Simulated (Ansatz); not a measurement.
Response to strain in ZnS

The parent structure is ZnS in the wurtzite structure (space group P6_3mc, No. 186; a = 3.8453 Å, c = 6.3052 Å).

Strains are applied to the cell and any free atomic positions relax.

Calculations: PBE in Ansatz (plane waves to 420 eV, PAW, without spin-orbit coupling).

Notes on the quantities. energy relative to the base: free energy F; pressure: mean of the normal stresses, compression positive.

| variant | band gap | energy relative to the base | pressure | volume per atom |
|---|---|---|---|---|
| base | 2.08 eV | 0 meV/atom | 0.00 GPa | 20.18 Å³ |
| isotropic strain −3.00 % | 2.49 eV | +39 meV/atom | 7.74 GPa | 18.42 Å³ |
| isotropic strain −2.40 % | ___ | +25 meV/atom | 5.92 GPa | 18.77 Å³ |
| isotropic strain −1.80 % | 2.32 eV | +14 meV/atom | 4.25 GPa | 19.11 Å³ |
| isotropic strain −1.20 % | 2.24 eV | +5.9 meV/atom | 2.71 GPa | 19.47 Å³ |
| isotropic strain −0.60 % | ___ | +1.4 meV/atom | ___ | 19.82 Å³ |

Task: Some entries are withheld; estimate them.

Result: 
- isotropic strain −2.40 %, band gap: 2.41 eV
- isotropic strain −0.60 %, band gap: 2.16 eV
- isotropic strain −0.60 %, pressure: 1.30 GPa

Stability against distortions was not tested.

Ansatz is a first-principles code.
